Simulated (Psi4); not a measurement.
Psi4 1.11, PBE0/def2-svpd, scf_type pk: Mg(SeH)(GeH3) ([GeH3][Mg][SeH]), 7 atoms. The geometry is a generated start, not checked to be a minimum at this level.

| Item | Value |
|---|---|
| task | energy |
| method | pbe0 |
| basis | def2-svpd |
| memory | 7 GB |
| e_convergence | 1e-08 |
| d_convergence | 1e-07 |
| guess | auto, which took SAD (default) |
| diis_max_vecs | 10 (default) |
| scf_initial_accelerator | adiis (default) |
| dft_radial_points | 75 (default) |
| dft_spherical_points | 302 (default) |
| basis functions | 132 |
| grid points | 153611 |

```xyz
7

Mg     0.9341     0.4902    -0.4303
Se     0.3818     1.7126    -2.4592
H      1.6386     2.1992    -2.9248
Ge    -0.3711    -0.8238     1.1622
H     -0.6576    -2.2707     0.7914
H     -0.1238    -1.0043     2.6459
H     -1.8021    -0.3032     1.2148
```

The reference run uses exact four-centre integrals (scf_type = pk). Each setting ran once; only counts and results are compared.

Settings tried, all else as in the reference:
- scf_type = direct, screening = csam (default), ints_tolerance = 1e-09
- scf_type = direct, screening = density, ints_tolerance = 1e-09
- scf_type = direct, screening = density, ints_tolerance = 1e-07
- scf_type = direct, screening = csam (default), ints_tolerance = 1e-05
- scf_type = direct, screening = csam (default), ints_tolerance = 1e-07

Question: Which of these stay within 1.0 meV/atom in energy of the reference run?

Answer: Within it: scf_type = direct, screening = density, ints_tolerance = 1e-09; scf_type = direct, screening = csam (default), ints_tolerance = 1e-09; scf_type = direct, screening = density, ints_tolerance = 1e-07; scf_type = direct, screening = csam (default), ints_tolerance = 1e-07. Outside: scf_type = direct, screening = csam (default), ints_tolerance = 1e-05.

```
setting                                                                energy against the reference
---------------------------------------------------------------------  ----------------------------
scf_type = direct, screening = density, ints_tolerance = 1e-09                 under 0.001 meV/atom
scf_type = direct, screening = csam (default), ints_tolerance = 1e-09          under 0.001 meV/atom
scf_type = direct, screening = density, ints_tolerance = 1e-07                 under 0.001 meV/atom
scf_type = direct, screening = csam (default), ints_tolerance = 1e-07              +0.0015 meV/atom
scf_type = direct, screening = csam (default), ints_tolerance = 1e-05                 −2.1 meV/atom
```

Total energies are compared; such shifts often cancel in part in energy differences. Also tried and not ranked: scf_type = direct, screening = density, ints_tolerance = 1e-05 (ended without SCF convergence in 100 iterations). The tolerance is a choice made for this comparison.
